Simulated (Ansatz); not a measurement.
The starting structures come from a database of crystals and need not be the phases stable at ambient conditions.

 Where the default PAW files enter, the runs use the earlier of Ansatz's two default sets.

Inside the gap of an insulator the Bloch states are evanescent, with a wavenumber k + iκ along the transport direction.

Consider the following.

```
CELL_PARAMETERS angstrom
      3.73287     0.00000     0.00000
     -1.86643     3.23276     0.00000
      0.00000     0.00000    43.57653
ATOMIC_POSITIONS crystal
  Zn 0.00000 0.00000 0.14290
  Zn 0.66667 0.33333 0.78580
  Zn 0.66667 0.33333 0.07150
  Zn 0.00000 0.00000 0.57140
  Zn 0.33333 0.66667 0.21420
  Zn 0.00000 0.00000 0.71430
  Zn 0.66667 0.33333 0.64290
  Zn 0.33333 0.66667 0.35720
  Zn 0.33333 0.66667 0.00000
  Zn 0.00000 0.00000 0.42850
  Zn 0.00000 0.00000 0.92850
  Zn 0.66667 0.33333 0.28570
  Zn 0.66667 0.33333 0.49990
  Zn 0.33333 0.66667 0.85710
  S  0.00000 0.00000 0.98220
  S  0.00000 0.00000 0.19650
  S  0.66667 0.33333 0.33940
  S  0.66667 0.33333 0.69650
  S  0.00000 0.00000 0.76800
  S  0.33333 0.66667 0.91060
  S  0.33333 0.66667 0.26780
  S  0.66667 0.33333 0.55350
  S  0.33333 0.66667 0.41070
  S  0.33333 0.66667 0.05360
  S  0.00000 0.00000 0.48200
  S  0.00000 0.00000 0.62500
  S  0.66667 0.33333 0.83930
  S  0.66667 0.33333 0.12500
```

Space group of this cell: P3m1. The cell is strained (lengths across the current scaled by 0.98, ions clamped); by r2SCAN its mean pressure is 3.6 GPa.

Transport runs along the normal of the first two printed cell vectors, the (001) (indices of the unstrained crystal) plane of the conventional cell.

No gap correction and no spin-orbit coupling; mid-gap values are interpolated between computed energies.

**Question.** Compute, with r2SCAN (Ansatz, a first-principles code), the band gap and the smallest decay constant κ at mid-gap.

**Answer.** Gap 2.88 eV on a 12×12×1 mesh; κ = 0.178 1/Å, at the zone centre.
